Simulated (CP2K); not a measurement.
Band structure of SiMo₃ (Pm-3n, 8 atoms in the cell).

```
SiMo3
1.0
    4.81440     0.00000     0.00000
    0.00000     4.81440     0.00000
    0.00000     0.00000     4.81440
Si Mo
2 6
Direct
  0.50000   0.50000   0.50000
  0.00000   0.00000   0.00000
  0.00000   0.50000   0.25000
  0.00000   0.50000   0.75000
  0.25000   0.00000   0.50000
  0.75000   0.00000   0.50000
  0.50000   0.25000   0.00000
  0.50000   0.75000   0.00000
```

Method: PBE, GPW, DZVP-MOLOPT-PBE-GTH basis, GTH-PBE potentials (POTENTIAL_UZH) (CP2K).

Settings: CUTOFF = 500 Ry; REL_CUTOFF = 50 Ry; SMEAR/METHOD = FERMI_DIRAC; ELECTRONIC_TEMPERATURE = 1160.45 K; KPOINTS/SCHEME = MONKHORST-PACK 5 5 5; XC_FUNCTIONAL = PBE; Si/BASIS_SET = DZVP-MOLOPT-PBE-GTH-q4; Si/POTENTIAL = GTH-PBE-q4; Mo/BASIS_SET = DZVP-MOLOPT-PBE-GTH-q14; Mo/POTENTIAL = GTH-PBE-q14; METHOD = GPW; EPS_DEFAULT = 1e-10; EXTRAPOLATION = USE_GUESS; NGRIDS = 5.

The starting cell comes from a database of computed structures (which also holds hypothetical and non-ambient phases and stackings), without a prior relaxation at this level. Its lattice was rescaled by a random factor within 2.5 % of one. Spin polarisation is off. Values carry the incompleteness of an atom-centred basis.

Levels in eV from the Fermi level, bands 43 to 48:
```
point     43     44     45     46     47     48
-----  -----  -----  -----  -----  -----  -----
Γ      -1.69  -1.69   1.40   1.40   1.40   2.22
X      -1.78  -1.78   0.30   0.30   1.00   1.00
M      -1.25  -0.92  -0.92  -0.82  -0.77  -0.65
R      -1.23  -1.23  -1.23  -1.23  -1.23  -1.23
```

Bands cross the Fermi level along this path, so the cell is metallic at this level.

Higher empty bands are left out: an atom-centred basis made for the valence describes them poorly.
